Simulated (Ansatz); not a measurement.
Functionals compared on a constructed model of the (100) surface of fcc Al, a pseudomorphic layer of Pd in the host's stacking (bottom of the slab: a bare face, its two planes held), in Ansatz (plane waves, PAW). The structure was relaxed with PBE; the other rows are single points on it. Cutoff 420 eV (500 eV for r2SCAN).

Slab: 7 atoms, 11.9 Å thick at the start; k 13x13x1, smearing 0.1 eV, dipole-corrected; 2 atoms held, the rest relaxed; symmetry of the start imposed; no spin, no spin-orbit, no U. It is one candidate, not shown to be the stable structure of the face. These notes are the PBE run's.

```json
[
 {"functional": "PBE", "work function of the top face (eV)": "4.50", "rough cost of the single point": "–"},
 {"functional": "RPBE", "work function of the top face (eV)": "4.31", "rough cost of the single point": "roughly 8 core-seconds"},
 {"functional": "r2SCAN", "work function of the top face (eV)": "___", "rough cost of the single point": "very roughly 20 core-seconds"}
]
```

Question: Some entries are withheld; supply them.

Answer: 
- r2SCAN, work function of the top face (eV): 4.44

Ansatz is an electronic-structure program.
